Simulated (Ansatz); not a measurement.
For fluorite CoSi₂, PBE-D4 (Ansatz, a program for electronic structure, plane waves, PAW) gives:

```
Item                                    Result
------------------------------  --------------
equilibrium lattice constant a         5.307 Å
enthalpy of formation           -0.569 eV/atom
```

Q: What does r²SCAN (plane waves, PAW; Ansatz) give for the same quantities?

A: 
- lattice constant a: 5.315 Å (rises by 0.2 %)
- formation enthalpy: -0.411 eV/atom (moves by +0.158 eV/atom)

For comparison: lattice constant a 5.365 Å (measured, room temperature, not corrected to a static lattice; as tabulated in Hegde and Bowen (2014), arXiv:1405.1317); formation enthalpy -0.362 ± 0.01 eV/atom (measured, 298 K, copied from a table, unchecked, no zero-point or thermal correction; as tabulated in Wang et al. (2021), doi:10.1038/s41598-021-94550-5).

Changes are worked out from the printed values.

Unless a cell is named, each level is at its own relaxed cell (PBE-D4 12.45, r²SCAN 12.51 Å³/atom).

The crystal itself was run without spin with PBE-D4, r²SCAN.

Ansatz's density-functional and Hartree–Fock values are scalar-relativistic unless marked +SOC, with PAW data made under PBE.
